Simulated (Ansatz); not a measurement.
**A computed series for Zr3Si2: response to strain**

Start from Zr₃Si₂ (space group P4/mbm, No. 127; a = 7.1065 Å, c = 3.7091 Å; a cell from a computed database, its experimental status unchecked). Axes: x, y, z lie along a, b, c of the conventional cell.

Strains are applied to the cell and any free atomic positions relax; under biaxial strain the out-of-plane vector relaxes too.

Level of theory: Kohn–Sham DFT with the r2SCAN functional, run in Ansatz (a first-principles code) with PAW and 500 eV plane waves, without spin-orbit coupling, earlier PAW set.

Notes on the quantities. pressure: mean of the normal stresses, compression positive.

| case | volume per atom | pressure |
|---|---|---|
| base | 18.73 Å³ | 0.0 GPa |
| biaxial strain −1.28 %, plane normal [001], relaxed out of plane | 18.45 Å³ | 2.5 GPa |
| biaxial strain −0.84 %, plane normal [001], relaxed out of plane | 18.55 Å³ | 1.6 GPa |
| biaxial strain +3.35 %, plane normal [001], relaxed out of plane | 19.42 Å³ | -5.2 GPa |
| biaxial strain +4.79 %, plane normal [001], relaxed out of plane | 19.72 Å³ | -7.1 GPa |
| isotropic strain −2.04 % | 17.61 Å³ | 9.6 GPa |
| isotropic strain +0.74 % | 19.15 Å³ | -2.9 GPa |
| uniaxial strain ε_xx = +4.38 % | 19.55 Å³ | -5.5 GPa |
| tensor shear ε_xz = −3.58 % | 18.71 Å³ | 0.7 GPa |

Without a gap, meshes like the base's 7×7×13 leave anisotropic stresses uncertain by several tenths of a GPa, and small strain energies with them. Whether these cells are dynamically stable was not tested. The final runs are not spin-polarised.
